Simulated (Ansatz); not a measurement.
An Ansatz (a quantum-chemistry and plane-wave program) run: Ge2Sb2Te5 with a change (pressure 15 GPa); Ansatz, PBE, PAW, cutoff 420 eV, no SOC, earlier PAW set.

Input:

Ansatz 0.2 input:
```yaml
crystal:
  lattice:
    - [4.0840786716, 0, 0]
    - [-2.0420393358, 3.5369158806, 0]
    - [0, 0, 16.3333150882]
  atoms:
    - { symbol: Te, position: [0, 0, 0] }
    - { symbol: Ge, position: [0.6666666667, 0.3333333333, 0.1010263005] }
    - { symbol: Ge, position: [0.3333333333, 0.6666666667, 0.8989736995] }
    - { symbol: Te, position: [0.3333333333, 0.6666666667, 0.2002229837] }
    - { symbol: Te, position: [0.6666666667, 0.3333333333, 0.7997770163] }
    - { symbol: Sb, position: [0, 0, 0.3207336612] }
    - { symbol: Sb, position: [0, 0, 0.6792663388] }
    - { symbol: Te, position: [0.6666666667, 0.3333333333, 0.4279775036] }
    - { symbol: Te, position: [0.3333333333, 0.6666666667, 0.5720224964] }
basis: { ecutwfc: 420, ecutrho_ratio: 4, xc_grid: 2, fft_grid_basis: typed }
kpoints: { mp_grid: { grid: [9, 9, 2] } }
hamiltonian:
  xc: pbe
  dispersion: none
  pseudopotentials: { azcp: { folder: ./paw }, kind: paw }
scf: { occupations: { method: fermi_dirac, width: 0.05 } }
relax: { f_tol: 0.01, max_steps: 60, cell: { stress_tol: 0.02, p_target: 15.0 } }
output: { forces: true, stress: true }
checkpoint: { write: state.ck, write_every: 1000 }
```

Output (explanatory and most iteration lines left out):

```
Relaxation: its limit of steps is 60 (relax.max_steps)
Pseudopotential: Te, paw, valence charge 16
Pseudopotential: Ge, paw, valence charge 14
Pseudopotential: Sb, paw, valence charge 15
Crystal: 9 atoms, lattice volume = 235.935 Å³
Basis set: ecut = 420 eV, 4627 PW (Γ), exchange–correlation on 60×60×240 points (8 copies of the dense FFT grid, shifted against one another)
Bands: 83, of which v1, the nominal top of the filled ones, is band 69 counted from 1 (68 counted from 0)
Symmetry: 12 space group operations
Space group: P-3m1 (ITA 164), of the structure as read, at distance tolerance 6.2e-5 Å
k-points: 24 of 162
Functional: x = pbe(κ = 0.804, μ = 0.2195149727645171), c = pbe(β = 0.06672455060314922)
SCF iter   1: F=—  HF=-56460.015093 eV  |F-HF|=—  |Δ(HF+E_count)|=         —  Δρ=1.75e-2  dr2=1.28e1  ethr=3.10e-3  ⟨swp⟩=6.5  Hψ=7720  notcnv=0  defer=22
SCF iter   2: F=—  HF=-56459.745740 eV  |F-HF|=—  |Δ(HF+E_count)|=   2.69e-1  Δρ=1.17e-2  dr2=7.15e0  ethr=3.10e-3  ⟨swp⟩=1.2  Hψ=2316  notcnv=0  defer=36
SCF 1 converged in 9 iterations: F = -56459.379984 eV  dr2 = 6.64e-8
relax step   1: F+E_penalty+E_count = -56459.37998437 eV  Δ(F+E_penalty+E_count) = +0.000e0 eV  max|allowed force component| = 6.392e-3 eV/Å  Δτ_max = 0.0000 Å  P = +9.015 GPa  Ω = 235.935 Å³  (9 SCF iters, dr2 threshold 1.00e-7 eV, accepted)
[... steps on the carried basis left out ...]
relax step   7: F+E_penalty+E_count = -56458.23463556 eV  Δ(F+E_penalty+E_count) = +2.691e-3 eV  max|allowed force component| = 2.175e-3 eV/Å  Δτ_max = 0.0000 Å  P = +15.001 GPa  Ω = 220.403 Å³  stress off target by 3.76e-3 GPa  SCF on the basis re-selected at this cell (its energy is not comparable with the rows above)  (7 SCF iters)
SCF converged after 7 iterations
Free energy (F): -56458.234636 eV
Internal energy: -56458.222557 eV  (E = F + TS)
E sigma→0 (E₀):  -56458.228596 eV
Entropy (-TS):   -0.012079 eV (-1.342 meV/atom)
Fermi energy:    12.840958 eV
--- Forces (eV/Å), atoms counted from 1 ---
  atom   1  Te     0.00000000     0.00000000     0.00000000
  atom   2  Ge     0.00000000    -0.00000000     0.00164303
  atom   3  Ge     0.00000000     0.00000000    -0.00164303
  atom   4  Te     0.00000000    -0.00000000     0.00055088
  atom   5  Te    -0.00000000     0.00000000    -0.00055088
  atom   6  Sb    -0.00000000     0.00000000    -0.00217525
  atom   7  Sb    -0.00000000    -0.00000000     0.00217525
  atom   8  Te     0.00000000    -0.00000000     0.00129759
  atom   9  Te     0.00000000     0.00000000    -0.00129759
--- Stress (GPa, compression-positive) ---
       15.000327       0.000000       0.000000
        0.000000      15.000327       0.000000
        0.000000       0.000000      15.003759
  P = ⅓ Tr σ = 15.0015 GPa (150.015 kbar)
--- Relaxed structure (6 steps of the walk, 5 accepted, 1 SCFs on fresh bases) ---
  cell:  # Å, volume = 220.4032 Å³
    - [3.961154445598713, 2.7155777858656674e-33, 6.788944464664168e-33]
    - [-1.9805772227993566, 3.4304603782021497, -3.337940392586476e-32]
    - [0.0, -1.411841165338683e-31, 16.219733671439585]
  atoms:
    - { symbol: Te, position: [-1.2427569981366346e-34, -4.033499302126711e-36, -2.9502132886905784e-21] }
    - { symbol: Ge, position: [0.6666666666666665, 0.3333333333333333, 0.10075376081727941] }
    - { symbol: Ge, position: [0.3333333333333333, 0.6666666666666666, 0.8992462391827205] }
    - { symbol: Te, position: [0.3333333333333333, 0.6666666666666666, 0.1997991316307594] }
    - { symbol: Te, position: [0.6666666666666665, 0.3333333333333333, 0.8002008683692404] }
    - { symbol: Sb, position: [-3.7204805565583654e-34, -1.3562641403401208e-33, 0.32086310743481933] }
    - { symbol: Sb, position: [7.549272058782815e-34, 1.2120665402890874e-33, 0.6791368925651805] }
    - { symbol: Te, position: [0.6666666666666665, 0.3333333333333333, 0.4307111135892502] }
    - { symbol: Te, position: [0.3333333333333333, 0.6666666666666666, 0.5692888864107497] }
```

The mesh was chosen for an insulator and is coarse for the gapless case. Load acts through the strain it causes; cell and atoms are relaxed under it. Whether these cells are dynamically stable was not tested. No other phases were tried under pressure. All final runs are without spin polarisation. The cell was made from Ge$_{2}$Sb$_{2}$Te$_{5}$ (space group P-3m1, No. 164) by this change: pressure 15 GPa.
